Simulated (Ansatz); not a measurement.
Si, response to strain

Start from Si in the diamond structure (space group Fd-3m, No. 227).

```yaml
crystal:
  lattice:
    - [0.00000, 2.73515, 2.73515]
    - [2.73515, 0.00000, 2.73515]
    - [2.73515, 2.73515, 0.00000]
  atoms:
    - { symbol: Si, position: [0.00000, 0.00000, 0.00000] }
    - { symbol: Si, position: [0.25000, 0.25000, 0.25000] }
```

Strains are applied to the cell and any free atomic positions relax.

Computed with DFT with PBE, PAW potentials and a 420 eV plane-wave cutoff in Ansatz (a quantum-chemistry and plane-wave program), no spin-orbit coupling.

```csv
isotropic strain (%),pressure (GPa)
-2,6.1
-1,2.9
-0.5,1.4
0,0.0
0.5,-1.3
1,-2.5
1.5,?
2,-4.6
3,-6.5
```

### Question
Fit P = P₀ − Bδ + Cδ² with δ = (1 + ε)³ − 1 to the rows shown and predict the withheld row.

### Answer
Least squares on the printed values gives P₀ = 0.0 GPa, B = 90.2 GPa, C = 218 GPa (largest residual 0.1 GPa); this predicts -3.6 GPa, and the run gives -3.6 GPa, in agreement.

No phonon test of stability was made.
